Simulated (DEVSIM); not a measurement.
Structure: Schottky contact on n-type GaN, at 300 K.

Layer 1 from the left is GaN, thickness (μm) 15.0, Nd (cm⁻³) 3.3e15, τn (s) 1.6e-9, τp (s) 1.6e-9.

Left contact: Schottky, work function 5.23 eV, emission velocity 3.3e6 cm/s. Right contact: ohmic. Voltage is applied to the left contact. Recombination: SRH at mid-gap. Mobility is constant in doping.

Constants are typed, rounded textbook-type inputs, not results; the design itself was drawn at random and stands for no fabricated device. Values at 300 K.

GaN: gap (eV) 3.43, affinity (eV) 4.1, permittivity 9.5, Nc (cm⁻³) 2.3e18, Nv (cm⁻³) 4.6e19, μn (cm²/Vs) 1200, μp (cm²/Vs) 100.

Question: Estimate by hand the built-in potential, the peak field at zero bias, the capacitance at -1.5 V, and compare with a numerical solution.

Answer: 
- Built-in potential: barrier φB = 1.130 eV; Vbi = φB − kT/q ln(N_band/N) = 0.961 V; numerical 0.961 V.
- Peak field at zero bias: depletion approximation: W = √(2εVbi/(qN)) = 0.553 μm with N = 3.30e15 cm⁻³; field = 2Vbi/W = 34800 V/cm; numerical 34300 V/cm (estimate above by 1.5 %).
- Capacitance at -1.5 V: C = √(qεN / 2(Vbi + |V|)) = 9.51 nF/cm²; numerical 9.56 nF/cm² (estimate below by 0.52 %).

DEVSIM, 1D drift-diffusion, Boltzmann statistics, complete ionisation; no tunnelling, impact ionisation, image-force lowering or self-heating. Metal contacts follow the ideal Schottky-Mott rule: no Fermi-level pinning, no interface dipoles.
